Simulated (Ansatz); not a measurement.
The parent structure is Au in the fcc (Cu type) structure (space group Fm-3m, No. 225).

```
CELL_PARAMETERS angstrom
      0.00000     2.04172     2.04172
      2.04172     0.00000     2.04172
      2.04172     2.04172     0.00000
ATOMIC_POSITIONS crystal
  Au 0.00000 0.00000 0.00000
```

Cartesian axes are those of the cell as printed.

All numbers come from Ansatz (an electronic-structure program), PBEsol, PAW, cutoff 420 eV, no spin-orbit coupling.

Before the change:

| Quantity | Value |
|---|---|
| Pressure | 0.0 GPa |
| Shortest interatomic distance | 2.887 Å |

Perturbation: tensile biaxial strain of 1.07 % in the plane normal to [111], as in epitaxy on a mismatched substrate; the out-of-plane cell vector and the atoms relax.

Task: Estimate the effect on the pressure, energy relative to the base and shortest interatomic distance.

Result: The pressure (mean of the normal stresses, compression positive) goes from zero to -1.2 GPa; the energy increases by 2.0 meV/atom; the shortest interatomic distance falls by 0.016 Å to 2.871 Å.

Without a gap, meshes like the base's 20×20×20 leave anisotropic stresses uncertain by several tenths of a GPa, and small strain energies with them. Whether these cells are dynamically stable was not tested.
